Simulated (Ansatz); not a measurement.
Functionals compared on CO on the 1x1 (100) surface of monoclinic HfO2 (cut with top plane 2 O), one in a 1x1 cell, started at the site 'bridge O-O (span 5.2 Å)', in Ansatz (plane waves, PAW). The structure was relaxed with PBE; the other rows are single points on it, each with its references at the same level. Cutoff 420 eV (500 eV for r2SCAN). HSE06 used the coarser mesh 3x3x1.

Host crystal: monoclinic HfO2, with a band gap (PBE, scalar-relativistic without spin-orbit coupling).

Set-up: 26 atoms, 9.3 Å thick at the start under the adsorbate (thin: gaps and levels are the slab's own); mesh 4x4x1; 0.01 eV smearing; dipole correction on; 12 atoms held, the rest relaxed; no symmetry held; no spin, no spin-orbit, no U, no dispersion correction. At the end it is bonded to Hf. In PBE it is, or lies within 0.03 eV of, the lowest of the starts that converged. These notes are the PBE run's. Adsorption energies are against CO(g). A negative adsorption energy means that the adsorbate is more stable on the surface than in its reference.

A dash marks a value that is undefined for that row or was read on another mesh.

```json
[
 {"functional": "PBE", "adsorption energy (eV)": "-0.54", "gap of the slab on its k-mesh (eV)": "3.00", "highest filled level below the top vacuum level (eV)": "6.37", "rough cost of the single point": "–"},
 {"functional": "RPBE", "adsorption energy (eV)": "-0.33", "gap of the slab on its k-mesh (eV)": "3.04", "highest filled level below the top vacuum level (eV)": "6.24", "rough cost of the single point": "very roughly 2.7 core-minutes"},
 {"functional": "r2SCAN", "adsorption energy (eV)": "[?]", "gap of the slab on its k-mesh (eV)": "[?]", "highest filled level below the top vacuum level (eV)": "[?]", "rough cost of the single point": "around 5 core-minutes (rough)"},
 {"functional": "HSE06", "adsorption energy (eV)": "-0.52", "gap of the slab on its k-mesh (eV)": "–", "highest filled level below the top vacuum level (eV)": "–", "rough cost of the single point": "roughly 50 core-minutes"}
]
```

### Question
Complete the blanks.

### Answer

- r2SCAN, adsorption energy (eV): -0.66
- r2SCAN, gap of the slab on its k-mesh (eV): 3.45
- r2SCAN, highest filled level below the top vacuum level (eV): 6.74

Ansatz is an electronic-structure program.
